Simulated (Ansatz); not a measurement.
Coverage and cell size: Cl on the 1x1 (111) surface of fcc Pt, one adsorbate a cell, in each cell the lowest of the starts that converged. Energies against ½ Cl2(g), without dispersion, zero-point or thermal terms; small cells hold the layer to their symmetry. A negative adsorption energy means that the adsorbate is more stable on the surface than in its reference.

Calculation: PBE (plane waves to 420 eV, PAW; Ansatz, an electronic-structure program).

```tsv
area an adsorbate, end state	atoms	E_ads (eV)	height (Å)	Δ work function (eV)	rough cost
7 Å², bonded to Pt	5	-0.19	2.31	-0.38	very roughly 40 core-seconds
14 Å², bonded to Pt	9	-0.74	2.37	0.31	about 6 core-minutes (a rough figure)
27 Å², bonded to 2 Pt	17	…	2.02	-0.11	about 13 core-minutes (a rough figure)
```

**Question.** Complete the blanks.

**Answer.** 
- 27 Å², bonded to 2 Pt, E_ads (eV): -1.08
